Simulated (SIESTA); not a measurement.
A self-consistent single point of Ga3Tc (I4/mmm, 4 atoms in the cell) with SIESTA

Level of theory: LDA PW92, numerical atomic orbitals DZP, PseudoDojo LDA standard norm-conserving potentials (rewritten from UPF to PSML) (SIESTA 5.4.2).

Input:

```
# files in the folder: Ga.psml Tc.psml (PseudoDojo LDA standard)
SystemName  Ga3Tc
SystemLabel ga3tc

NumberOfAtoms                4
NumberOfSpecies              2
%block ChemicalSpeciesLabel
  1 31 Ga
  2 43 Tc
%endblock ChemicalSpeciesLabel
LatticeConstant              1.0 Ang
%block LatticeVectors
    -1.895645000    1.895645000    4.045750000
     1.895645000   -1.895645000    4.045750000
     1.895645000    1.895645000   -4.045750000
%endblock LatticeVectors
AtomicCoordinatesFormat      ScaledCartesian
%block AtomicCoordinatesAndAtomicSpecies
     0.000000000    1.895645000    2.022875000  1
     1.895645000    0.000000000    2.022875000  1
     0.000000000    0.000000000    4.045750000  1
     0.000000000    0.000000000    0.000000000  2
%endblock AtomicCoordinatesAndAtomicSpecies

XC.functional                LDA
XC.authors                   PW92
PAO.BasisSize                DZP
PAO.EnergyShift              0.005 Ry
MeshCutoff                   300 Ry
%block kgrid.MonkhorstPack
    9   0   0  0.0
    0   9   0  0.0
    0   0   9  0.0
%endblock kgrid.MonkhorstPack
OccupationFunction           MP
OccupationMPOrder            0
ElectronicTemperature        0.1 eV

MaxSCFIterations             150
SCF.Mixer.Method             Broyden
SCF.Mixer.Weight             0.2
SCF.Mixer.History            6
SCF.DM.Tolerance             1.0E-04
Diag.ParallelOverK           true
WriteForces                  true
```

Output (repeated stretches shortened):

```
reinit: Reading from file input.fdf

reinit: System Name: Ga3Tc
reinit: System Label: ga3tc

coor:   Atomic-coordinates input format  =     Cartesian coordinates
coor:                                          (in units of alat)

siesta: Atomic coordinates (Bohr) and species
siesta:      0.00000   3.58225   3.82268  1        1
siesta:      3.58225   0.00000   3.82268  1        2
siesta:      0.00000   0.00000   7.64536  1        3
siesta:      0.00000   0.00000   0.00000  2        4

siesta: System type = bulk

initatomlists: Number of atoms, orbitals, and projectors:      4    73    72

siesta: ******************** Simulation parameters ****************************
redata: Spin configuration                          = none
redata: Time-Reversal Symmetry                      = T
redata: Number of Atomic Species                    =        2
redata: Mesh Cutoff                                 =   300.0000 Ry
redata: Net charge of the system                    =     0.0000 |e|
redata: Min. number of SCF Iter                     =        0
redata: Max. number of SCF Iter                     =      150
redata: SCF convergence failure will abort job
redata: SCF mix quantity                            = Hamiltonian
redata: Mix DM or H after convergence               =   F
redata: Recompute H after scf cycle                 =   F
redata: Mix DM in first SCF step                    =   T
redata: No kicks to SCF
redata: DM Mixing Weight for Kicks                  =     0.5000
redata: Require Harris convergence for SCF          =   F
redata: Harris energy tolerance for SCF             =     0.000100 eV
redata: Require DM convergence for SCF              =   T
redata: DM tolerance for SCF                        =     0.000100
redata: Require EDM convergence for SCF             =   F
redata: EDM tolerance for SCF                       =     0.001000 eV
redata: Require H convergence for SCF               =   T
redata: Hamiltonian tolerance for SCF               =     0.001000 eV
redata: Require (free) Energy convergence for SCF   =   F
redata: (free) Energy tolerance for SCF             =     0.000100 eV
redata: Using DFT-D3 dispersion                     =   F
redata: Using Saved Data (generic)                  =   F
redata: Method of Calculation                       = Diagonalization
redata: Electronic Temperature                      =  1160.4518 K
redata: Number of TDED substeps                     =        3
redata: Dynamics option                             = Single-point calculation
redata: Save all siesta data in one NC              =   F
redata: ***********************************************************************

%block SCF.Mixers
  Broyden
%endblock SCF.Mixers

%block SCF.Mixer.Broyden
  # Mixing method
  method broyden

  # Mixing options
  weight 0.2000
  weight.linear 0.2000
  weight.prime 0.2000
  history 6
%endblock SCF.Mixer.Broyden

DM_history_depth set to one: no extrapolation allowed by default for geometry relaxation
Size of DM history Fstack: 1
Total number of electrons:    54.000000
Total ionic charge:    54.000000

* ProcessorY, Blocksize:    1  64

* Orbital distribution balance (max,min):    73    73

 Kpoints in:          405 . Kpoints trimmed:          365

siesta: k-grid: Number of k-points = 365
siesta: k-points from Monkhorst-Pack grid
siesta: k-cutoff (effective) =    17.061 Ang
siesta: k-point supercell and displacements
siesta: k-grid:     9     0     0      0.000
siesta: k-grid:     0     9     0      0.000
siesta: k-grid:     0     0     9      0.000

diag: Algorithm                                     = D&C
diag: Parallel over k                               =   F
diag: Use parallel 2D distribution                  =   F
diag: Parallel block-size                           = 64
diag: Parallel distribution                         =     1 x     1
diag: Used triangular part                          = Lower
diag: Absolute tolerance                            =  0.100E-15
diag: Orthogonalization factor                      =  0.100E-05
diag: Memory factor                                 =  1.0000

superc: Internal auxiliary supercell:     7 x     7 x     9  =     441
superc: Number of atoms, orbitals, and projectors:   1764  32193  31752

                        Single-point calculation

superc: Internal auxiliary supercell:     7 x     7 x     9  =     441
superc: Number of atoms, orbitals, and projectors:   1764  32193  31752

outcell: Unit cell vectors (Ang):
       -1.895645    1.895645    4.045750
        1.895645   -1.895645    4.045750
        1.895645    1.895645   -4.045750

outcell: Cell vector modules (Ang)   :    4.853353    4.853353    4.853353
outcell: Cell angles (23,13,12) (deg):    134.0182    134.0182     67.0595
outcell: Cell volume (Ang**3)        :     58.1531
new_DM -- step:     1
Initializing Density Matrix...

Attempting to read DM from file... Failed...
DM filled with atomic data:

InitMesh: MESH = 48 x 48 x 36 = 82944
InitMesh: Mesh cutoff (required, used) =   300.000   374.138 Ry

stepf: Methfessel-Paxton step function
       Using Hermite-Gauss polynomials of order  0

        iscf     Eharris(eV)        E_KS(eV)     FreeEng(eV)     dDmax    Ef(eV) dHmax(eV)
   scf:    1    -8516.198789    -8541.035734    -8541.046362  1.682627 -5.433648  5.064295
   scf:    2    -8542.887964    -8542.867260    -8542.880201  0.255533 -4.971397  2.178804
   scf:    3    -8543.157888    -8543.036370    -8543.049516  0.165086 -5.103416  1.785629
   scf:    4    -8543.275833    -8543.178723    -8543.194697  0.368420 -5.228041  0.115871
   scf:    5    -8543.180369    -8543.180206    -8543.195629  0.015993 -5.243997  0.100776
   scf:    6    -8543.180192    -8543.180447    -8543.195961  0.003001 -5.235064  0.031013
   scf:    7    -8543.180674    -8543.180593    -8543.196028  0.003208 -5.238378  0.009461
   scf:    8    -8543.180552    -8543.180574    -8543.196032  0.000518 -5.237848  0.000962
   scf:    9    -8543.180563    -8543.180569    -8543.196032  0.000094 -5.237884  0.000640

SCF Convergence by DM+H criterion
max |DM_out - DM_in|         :     0.0000935059
max |H_out - H_in|      (eV) :     0.0006396425
SCF cycle converged after 9 iterations

Using DM_out to compute the final energy and forces

siesta: E_KS(eV) =            -8543.1806

siesta: E_KS - E_eggbox =     -8543.1806

siesta: Atomic forces (eV/Ang):
     1    0.000106   -0.000106   -0.000000
     2   -0.000106    0.000106    0.000000
     3   -0.000000   -0.000000   -0.000000
     4   -0.000000   -0.000000    0.000000
   Tot   -0.000000   -0.000000    0.000000
   Max    0.000106
   Res    0.000061    sqrt( Sum f_i^2 / 3N )
   Max    0.000106    constrained

Stress tensor Voigt[x,y,z,yz,xz,xy] (kbar):       43.68       43.68       21.67       -0.04       -0.04        0.03
(Free)E + p*V (eV/cell)    -8544.5152
Target enthalpy (eV/cell)    -8543.1960

siesta: Program's energy decomposition (eV):
siesta: Ebs     =     -1191.500613
siesta: Eions   =     10838.021200
siesta: Ena     =      1280.174167
siesta: Ekin    =      5834.737663
siesta: Enl     =     -2812.071340
siesta: Eso     =         0.000000
siesta: Edftu   =         0.000000
siesta: DEna    =        41.280927
siesta: DUscf   =         1.186967
siesta: DUext   =         0.000000
siesta: Ex      =     -1890.888745
siesta: Ec      =      -159.579007
siesta: Exc     =     -2050.467753
siesta: Eharris =     -8543.180563
siesta: Etot    =     -8543.180569
siesta: FreeEng =     -8543.196032

siesta: Stress tensor (static) (eV/Ang**3):
siesta:     0.027265    0.000019   -0.000025
siesta:     0.000019    0.027265   -0.000025
siesta:    -0.000025   -0.000025    0.013526

siesta: Cell volume =         58.153124 Ang**3

siesta: Pressure (static):
siesta:                Solid            Molecule  Units
siesta:          -0.00024707         -0.00024705  Ry/Bohr**3
siesta:          -0.02268513         -0.02268282  eV/Ang**3
siesta:         -36.34558638        -36.34188188  kBar
```

The run converged in 9 iterations.

The starting cell comes from a database of computed structures (which also holds hypothetical and non-ambient phases and stackings), without a prior relaxation at this level. Spin polarisation is off. Values carry the incompleteness of an atom-centred basis. With a pressure of about -4 GPa the cell is away from its equilibrium volume at this level.

Cost on one core of a shared machine: roughly 4 min.
